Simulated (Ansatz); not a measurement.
## SnS (F-43m, No. 216, 2 atoms in the cell; start mp-10013; a measured phase of this formula has another space group)

Calculation: HSE06 in Ansatz (PAW).

Settings: plane-wave cutoff 460 eV, 8×8×8 k mesh, Fermi–Dirac smearing 0.01 eV, scalar-relativistic PAW data made under PBE.

Cell (relaxed with PBEsol):

```yaml
crystal:
  lattice:
    - [0.00000, 3.20926, 3.20926]
    - [3.20926, 0.00000, 3.20926]
    - [3.20926, 3.20926, 0.00000]
  atoms:
    - { symbol: Sn, position: [0.00000, 0.00000, 0.00000] }
    - { symbol: S, position: [0.25000, 0.25000, 0.25000] }
```

band gap: 0.35 eV (on the SCF k mesh)
smallest direct gap on the k points sampled: 1.06 eV
direct gap at Γ: 5.28 eV

Note: cell and atoms aren't relaxed at this level (pressure 1.4 GPa).

Spin–orbit coupling is not included.

Cost on a shared machine: very roughly 2.1 core-minutes.

A start named mp-… is a Materials Project structure, which need not be a measured phase.

Ansatz is a first-principles code.
